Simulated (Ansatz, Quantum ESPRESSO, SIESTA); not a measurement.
## Code comparison for HfTeS (P3m1, 3 atoms in the cell)

Self-consistent single point.

```yaml
crystal:
  lattice:
    - [3.81538, 0.00000, 0.00000]
    - [-1.90769, 3.30422, 0.00000]
    - [0.00000, 0.00000, 6.60612]
  atoms:
    - { symbol: Hf, position: [0.33333, 0.66667, 0.02986] }
    - { symbol: Te, position: [0.00000, 0.00000, 0.74743] }
    - { symbol: S, position: [0.66667, 0.33333, 0.22271] }
```

Shared settings, as Ansatz (an electronic-structure program) writes them: kpoints.mp_grid.grid = 8 8 4; magnetization.spin_orbit = true; scf.occupations.method = gaussian; scf.occupations.width = 0.136 eV. Potentials and cutoffs stand in the table.

```tsv
code	model	pressure (GPa)	largest force (eV/Å)	cutoff
Quantum ESPRESSO	PBEsol, spin-orbit coupling, PseudoDojo fully relativistic norm-conserving (PBESOL) pseudopotentials	-1.91	0.142	80 Ry
SIESTA	GGA PBEsol with spin-orbit coupling, numerical atomic orbitals DZP, PseudoDojo PBEsol fully relativistic norm-conserving potentials (rewritten from UPF to PSML)	–	0.143	grid 300 Ry
Ansatz	PBEsol with spin-orbit coupling, PAW files made with PBE	-1.98	0.125	420 eV
```

Size of the force on each atom (eV/Å): Sizes of forces hide their directions.

```tsv
code	Hf1	Te2	S3
Quantum ESPRESSO	0.142	0.046	0.096
SIESTA	0.143	0.121	0.023
Ansatz	0.125	0.039	0.086
```

A dash marks a value that a program does not give, or that is left out as unsure.

The spread over the programs that give each value: pressure within 0.07 GPa; largest force within 0.018 eV/Å.

SIESTA uses small atom-centred bases, whose incompleteness enters pressures, forces and empty levels differently from a plane-wave cutoff. Ansatz's pressure is given at a fixed set of plane waves, as the other plane-wave codes print theirs; with its correction for the finite basis it is -1.94 GPa.

The starting cell comes from a database of computed structures (which also holds hypothetical and non-ambient phases and stackings), without a prior relaxation at this level.

Keys are those of Ansatz 0.2.
